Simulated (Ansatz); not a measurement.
Base system: AgCl in the rock salt structure (space group Fm-3m, No. 225; a = 5.447 Å). Axes: x, y, z lie along the cube axes.

The values are results of PBEsol (Ansatz, an electronic-structure program), spin-orbit coupling left out, not measurements.

Strains are applied to the cell and any free atomic positions relax; under biaxial strain the out-of-plane vector relaxes too.

One change was made to it. Results:

```json
[
 {"quantity": "energy relative to the base (free energy F)", "base": "0 meV/atom", "after": "+1.4 meV/atom"},
 {"quantity": "band gap", "base": "0.72 eV", "after": "0.68 eV"},
 {"quantity": "smallest direct gap", "base": "3.03 eV", "after": "2.94 eV"}
]
```

Question: Name the change that was made.
A. biaxial strain −1.25 %, plane normal [111], relaxed out of plane
B. biaxial strain +0.83 %, plane normal [111], relaxed out of plane
C. biaxial strain −2.08 %, plane normal [111], relaxed out of plane
D. biaxial strain −0.83 %, plane normal [111], relaxed out of plane
E. biaxial strain +2.08 %, plane normal [111], relaxed out of plane

Answer: E, biaxial strain +2.08 %, plane normal [111], relaxed out of plane. For comparison, the smallest direct gap in the other runs: biaxial strain −1.25 %, plane normal [111], relaxed out of plane gives 3.06 eV; biaxial strain −2.08 %, plane normal [111], relaxed out of plane gives 3.06 eV; biaxial strain +0.83 %, plane normal [111], relaxed out of plane gives 3.00 eV; biaxial strain −0.83 %, plane normal [111], relaxed out of plane gives 3.05 eV.

Whether these cells are dynamically stable was not tested.
